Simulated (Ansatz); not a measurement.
The reference is a 16-atom supercell of Ru in the hcp (Mg type) structure (space group P6_3/mmc, No. 194; a = 2.722 Å, c = 4.291 Å) at its relaxed geometry.

All numbers come from DFT with PBE, PAW potentials and a 420 eV plane-wave cutoff in Ansatz (a quantum-chemistry and plane-wave program), spin-orbit coupling left out.

Before the change:

| Property | Result |
|---|---|
| Pressure | 0.0 GPa |

Perturbation: one Li atom is added in an open site, starting 1.61 Å from the nearest host atom, atoms relaxed at fixed cell, starting from a slightly rattled geometry.

Task: Predict the new pressure, final site of the added atom and largest displacement of a host atom from its site in the perfect cell.

Result: The pressure goes from zero to 14.5 GPa; the final site of the added atom comes out as 6 Ru at 2.08 Å (octahedral); the largest displacement of a host atom from its site in the perfect cell is 0.18 Å.

In so small a cell the defect repeats every few ångströms: this is an ordered compound, not a dilute defect. All final runs are without spin polarisation. The defect cell is not spin-polarised.
